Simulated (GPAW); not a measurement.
**How far to go with the plane-wave cutoff: GaSb (R3m, 2 atoms in the cell)**

```xyz
2
Lattice="0.0000 3.0652 3.0652 3.0652 0.0000 3.0652 3.0652 3.0652 0.0000" Properties=species:S:1:pos:R:3 pbc="T T T"
Ga     0.0289     0.0289     0.0289
Sb     1.5326     1.5326     1.5326
```

Method: PBEsol, GPAW PAW datasets PBEsol (made by gpaw-setup) (plane waves; GPAW).

Base settings: mode = pw; ecut = 600 eV; xc = PBEsol; kpts = 3 3 3; mesh shift (steps) = 0 0 0; occupations.name = fermi-dirac; occupations.width = 0.02 eV; nbands = -8; convergence.density = 1e-05 e/electron; convergence.bands = -6.

Moved along: nbands, convergence.bands.

The second cell is the first with its lattice scaled by 0.98.

The mesh stays at the base's, so the ladder's end is converged at best in this setting alone.

Only quantities that move along the ladder and can be compared are tabulated.

The count of work is k-points × plane waves × bands × iterations; it is no time. 

The starting cell has typed, rounded lattice constants, without a prior relaxation at this level. Its lattice was rescaled by up to half a per cent. One atom was moved a little off its site on purpose. The run gives no clean gap (levels at the Fermi energy touch, overlap or are partly filled at this smearing), which alone does not show that the compound is a metal. Without a gap this mesh is coarse (it stands for a supercell whose shortest vector is 13 Å).

```tsv
ecut	free energy less the last step's (meV/atom)	energy of the compressed cell less the first (meV/atom)	pressure (GPa)	count of work / last
210 eV	509.44	31.26	1.28	0.044
240 eV	483.17	32.68	0.61	0.068
270 eV	419.80	30.85	-0.98	0.086
300 eV	321.87	28.93	-1.86	0.11
330 eV	216.01	30.82	-1.73	0.11
360 eV	138.34	28.55	-1.07	0.11
420 eV	42.96	29.77	0.53	0.12
480 eV	10.82	28.84	1.47	0.13
540 eV	2.10	29.26	1.85	0.19
600 eV	0.58	29.15	1.94	0.19
660 eV	0.37	29.16	1.96	0.27
720 eV	0.27	29.15	1.96	0.39
810 eV	0.13	29.13	1.95	0.37
900 eV	0.03	29.14	1.96	0.56
1050 eV	0.00	29.13	1.96	0.54
1200 eV	-0.01	29.14	1.95	0.77
1440 eV	0.00	29.14	1.96	1.0
```

Coarsest ecut that holds the free energy within 0.5 meV/atom of the last step, with all finer ones: 660 eV, at 0.27 of the last step's count of work; the step before is off by 0.58 meV/atom.

Coarsest ecut that holds the pressure within 0.1 GPa of the last step, with all finer ones: 600 eV, at 0.19 of the last step's count of work; the step before is off by 0.12 GPa.

Coarsest ecut that holds the energy of the compressed cell less the first within 1 meV/atom of the last step, with all finer ones: 360 eV, at 0.11 of the last step's count of work; the step before is off by 1.7 meV/atom.

The energy difference between the two cells stays within 1 meV/atom of the last step's from 360 eV on, the total only from 600 eV on: much of the error is common to both cells and cancels.
